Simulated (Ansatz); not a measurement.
Functionals compared on a constructed model of the (111)B surface of 3C silicon carbide, C-terminated, 2x2 Si adatom at T1 (bottom of the slab: 4 H on 4 bottom sites), in Ansatz (plane waves, PAW). The structure was relaxed with PBE; the other rows are single points on it. Cutoff 420 eV (500 eV for r2SCAN).

Model: 37-atom slab, 11.7 Å thick at the start with caps and adatoms (thin: gaps and levels are the slab's own), 5x5x1 mesh, Fermi-Dirac 0.025 eV, dipole correction, 8 atoms held, the rest relaxed; symmetry of the start imposed; no spin (no spin-polarised run to compare, though such a face may carry moments), no spin-orbit, no U. The slab shows no gap on its mesh. In PBE it lies 0.68 eV a 1x1 cell over the lowest computed structure of the same composition (2x2 Si adatom at H3). These notes are the PBE run's.

```csv
functional,work function of the top face (eV),rough cost of the single point
PBE,4.88,–
r2SCAN,___,around 3 core-minutes (rough)
```

Question: What belongs in the gaps?

Answer: 
- r2SCAN, work function of the top face (eV): 4.98

Ansatz is a first-principles code.
